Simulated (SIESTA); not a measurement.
Worked example: self-consistent single point of Ta (Im-3m, 1 atom in the cell) in SIESTA.

Level of theory: GGA PBEsol, numerical atomic orbitals TZP, PseudoDojo PBEsol standard norm-conserving potentials (rewritten from UPF to PSML) (SIESTA 5.4.2).

```
Ta
1.0
   -1.65000     1.65000     1.65000
    1.65000    -1.65000     1.65000
    1.65000     1.65000    -1.65000
Ta
1
Direct
  0.00000   0.00000   0.00000
```

Reference input (self-consistent single point, DFT, GGA PBE, numerical atomic orbitals TZP, PseudoDojo PBE standard norm-conserving potentials (rewritten from UPF to PSML)): XC.functional = GGA; XC.authors = PBE; potentials = PseudoDojo PBE standard; PAO.BasisSize = TZP; PAO.EnergyShift = 0.005 Ry; MeshCutoff = 400 Ry; kgrid.MonkhorstPack = 14 14 14; OccupationFunction = FD; ElectronicTemperature = 580.23 K; MaxSCFIterations = 150; SCF.Mixer.Method = Pulay; SCF.Mixer.Weight = 0.1. This run's input differs from it in these lines:

```diff
@@ -1,2 +1,2 @@
-# files in the folder: Ta.psml (PseudoDojo PBE standard)
+# files in the folder: Ta.psml (PseudoDojo PBEsol standard)
 SystemName  Ta
@@ -21,3 +21,3 @@
 XC.functional                GGA
-XC.authors                   PBE
+XC.authors                   PBEsol
 PAO.BasisSize                TZP
```

The program printed (abridged):

```
        iscf     Eharris(eV)        E_KS(eV)     FreeEng(eV)     dDmax    Ef(eV) dHmax(eV)
   scf:    1    -1766.777595    -1770.163673    -1770.172950  1.423097 -3.934885  4.357592
   scf:    2    -1770.387937    -1770.277464    -1770.286184  0.065197 -4.022855  3.692028
   scf:    3    -1770.745815    -1770.561139    -1770.569504  0.295411 -4.564718  0.017377
   scf:    4    -1770.561079    -1770.561113    -1770.569484  0.002160 -4.572515  0.023819
   scf:    5    -1770.561371    -1770.561251    -1770.569530  0.004195 -4.573249  0.003814
   scf:    6    -1770.561260    -1770.561256    -1770.569524  0.000813 -4.569528  0.016605
   scf:    7    -1770.561215    -1770.561237    -1770.569532  0.001388 -4.573728  0.000007
mix: Pulay -- inversion failed, > SVD [rank/size] 3 / 5
   scf:    8    -1770.561237    -1770.561237    -1770.569532  0.000002 -4.573727  0.000002
SCF Convergence by DM+H criterion
max |DM_out - DM_in|         :     0.0000016907
max |H_out - H_in|      (eV) :     0.0000015030
SCF cycle converged after 8 iterations

Using DM_out to compute the final energy and forces

siesta: E_KS(eV) =            -1770.5612

siesta: E_KS - E_eggbox =     -1770.5612

siesta: Atomic forces (eV/Ang):
     1   -0.000000   -0.000000   -0.000000
   Tot   -0.000000   -0.000000   -0.000000
   Max    0.000000
   Res    0.000000    sqrt( Sum f_i^2 / 3N )
   Max    0.000000    constrained

Stress tensor Voigt[x,y,z,yz,xz,xy] (kbar):       42.18       42.18       42.18        0.03        0.03        0.03
(Free)E + p*V (eV/cell)    -1771.0426
Target enthalpy (eV/cell)    -1770.5695

siesta: Program's energy decomposition (eV):
siesta: FreeEng =     -1770.569532

siesta: Stress tensor (static) (eV/Ang**3):
siesta:     0.026329    0.000018    0.000018
siesta:     0.000018    0.026329    0.000018
siesta:     0.000018    0.000018    0.026329

siesta: Cell volume =         17.968500 Ang**3

siesta: Pressure (static):
siesta:                Solid            Molecule  Units
siesta:          -0.00028676         -0.00028676  Ry/Bohr**3
siesta:          -0.02632901         -0.02632901  eV/Ang**3
siesta:         -42.18371978        -42.18371978  kBar
```

The run converged in 8 iterations. Against the reference run the pressure goes from 2.94 to -4.22 GPa.

The starting cell has typed, rounded lattice constants, without a prior relaxation at this level. Spin polarisation is off. Values carry the incompleteness of an atom-centred basis. With a pressure of about -4 GPa the cell is away from its equilibrium volume at this level.

Cost on one core of a shared machine: roughly 90 s.
